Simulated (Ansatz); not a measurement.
The structure below was relaxed with PBE-D3(BJ) in Ansatz (plane waves to 420 eV, PAW, no SOC), earlier PAW set, at pressure 3 GPa.

```yaml
crystal:
  lattice:
    - [2.45940, 0.00000, 0.00000]
    - [-1.22970, 2.12990, 0.00000]
    - [0.00000, 0.00000, 6.33204]
  atoms:
    - { symbol: C, position: [0.00000, 0.00000, 0.25000] }
    - { symbol: C, position: [0.00000, 0.00000, 0.75000] }
    - { symbol: C, position: [0.33333, 0.66667, 0.25000] }
    - { symbol: C, position: [0.66667, 0.33333, 0.75000] }
```

Q: Find the space group and the Wyckoff positions.

A: Space group P6₃/mmc (No. 194); a = b = 2.4594 Å, c = 6.3320 Å, α = β = 90.00°, γ = 120.00°

| atom | site | symmetry | x | y | z |
|---|---|---|---|---|---|
| C | 2b | -6m2 | 0.0000 | 0.0000 | 0.2500 |
| C | 2c | -6m2 | 0.3333 | 0.6667 | 0.2500 |

Q: Describe the coordination.

A: The crystal has 4 atoms in its conventional cell. Conventional cell: a = b = 2.4594 Å, c = 6.3320 Å, α = β = 90.00°, γ = 120.00°. C1 has 3 C at 1.420 Å (trigonal planar). C2 sees 3 C at 1.420 Å (trigonal planar). (Neighbours: up to the widest gap in distance over summed covalent radii, below 1.35, at either atom.)

The mesh was chosen for an insulator and is coarse for the gapless case. Load acts through the strain it causes; cell and atoms are relaxed under it. No phonon test of stability was made. The cell was made from C in the graphite type structure (space group P6_3/mmc, No. 194; layered, stacked along the Cartesian z axis) by this change: pressure 3 GPa.

Ansatz is a program for electronic structure.
